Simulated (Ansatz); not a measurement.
```
CELL_PARAMETERS angstrom
     -0.00071    -0.00020     7.18030
      1.78230    -6.85733     3.59016
      7.13111     0.00013    -3.59086
ATOMIC_POSITIONS crystal
  Ti 0.00316 0.79339 0.05119
  Ti 0.50462 0.79339 0.05117
  Ti 0.25292 0.79453 0.55181
  Ti 0.75434 0.79451 0.55181
  Hf 0.74648 0.20565 0.44859
  Ti 0.24470 0.20854 0.44792
  Ti 0.99303 0.20935 0.94542
  Ti 0.49509 0.20969 0.94985
  Si 0.42214 0.11269 0.21621
  Si 0.93138 0.11269 0.21622
  Si 0.67755 0.11299 0.72736
  Si 0.18685 0.11298 0.72739
  Si 0.32706 0.87636 0.28048
  Si 0.82302 0.88092 0.27695
  Si 0.57730 0.87659 0.78117
  Si 0.07606 0.88056 0.78268
  Si 0.81299 0.50487 0.37395
  Si 0.30611 0.50486 0.37395
  Si 0.06240 0.50024 0.87487
  Si 0.56224 0.50023 0.87487
  Si 0.93680 0.50023 0.12385
  Si 0.43257 0.50594 0.12107
  Si 0.18685 0.50177 0.62549
  Si 0.68433 0.50704 0.62573
```

The mixing enthalpy is taken against the end members in the ZrSi2 (C49) type type (which need not be the stable form of TiSi2 and HfSi2), relaxed in the same cell and mesh.

These are PBE (plane waves to 420 eV, PAW; Ansatz, an electronic-structure program) values and carry that method's errors. Scalar-relativistic, without spin–orbit coupling; the runs are not spin-polarised. Its k-point mesh 6×5×5, Fermi–Dirac width 0.05 eV.

Q: Give the composition and order of this alloy cell, and its volume, bond lengths and mixing enthalpy.

A: A 24-atom cell of (Ti,Hf)Si2 started in the ZrSi2 (C49) type structure, site fractions Ti 0.875, Hf 0.125, short-range order -0.14 in the first shell of the mixed sites (0 is random, a negative value favours unlike neighbours), space group Cm at the end.
The volume per atom is 14.63 Å³ and the Si–Ti bonds is 2.681 Å on average, from 2.576 to 2.906 (70). The Hf–Si bonds is 2.733 Å on average, from 2.659 to 2.867 (10), the mixing enthalpy per site of the mixed sublattice is 21 meV and the departure of the mean lattice parameter from Vegard's line is under 0.15 %, inside the noise of the relaxations.
